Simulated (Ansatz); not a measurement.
**Migration barriers: Mo-vacancy pair in hcp Ru, neutral cell**

Consider Mo-vacancy pair (Mo on one host Ru site, one Ru site vacant) in hcp Ru, neutral cell. Level of theory: PBE, PAW (plane waves to 420 eV; Ansatz, a first-principles code).

Cell of 36 host sites held at the relaxed PBE lattice; a 2×2×2 k-point mesh shifted by half a step along c; Fermi-Dirac width 0.10 eV, spin-restricted; finite-size errors left in. Energies are static. Forms of the defect that were not tried may lie lower.

Barriers: single points on a 4×4×4 k-point mesh shifted by half a step along c at the bands' geometries (they differ from the bands' own by up to 0.25 eV, and are uncertain by about as much).

| Route | Start site over the lowest site run (eV) | Hop (Å) | Forward barrier (eV) | Backward barrier (eV) | Neighbours at the start | Neighbours at the saddle | Saddle order | Forward, on the band's own sampling (eV) |
|---|---|---|---|---|---|---|---|---|
| direct exchange of Mo with the vacancy (Mo-vacancy distance between ideal sites 2.66 Å throughout) | 0.00 | 2.51 | 1.64 | 1.64 | 2 Ru at 2.65, 2 Ru at 2.67, 3 Ru at 2.71, 2 Ru at 2.73, 2 Ru at 2.76 Å | 4 Ru at 2.48, 4 Ru at 3.02 Å | first order | 1.89 |
| direct exchange of Mo with the vacancy (Mo-vacancy distance between ideal sites 2.72 Å throughout) | 0.00 | 2.69 | 1.97 | 1.97 | 2 Ru at 2.67, 4 Ru at 2.68, 2 Ru at 2.73, 2 Ru at 2.74, Ru at 2.74 Å | Ru at 2.44, 2 Ru at 2.46, Ru at 2.61, 4 Ru at 2.88 Å | first order | 2.16 |

Paths come from CI-NEB runs. Of the routes that converged and passed our checks, the lowest saddle point lies 1.64 eV above the lowest of the sites run (direct exchange of Mo with the vacancy (Mo-vacancy distance between ideal sites 2.66 Å throughout)); other sites, such as split forms, and other routes may lie lower. 

The whole set of runs took very roughly 4 core-hours.
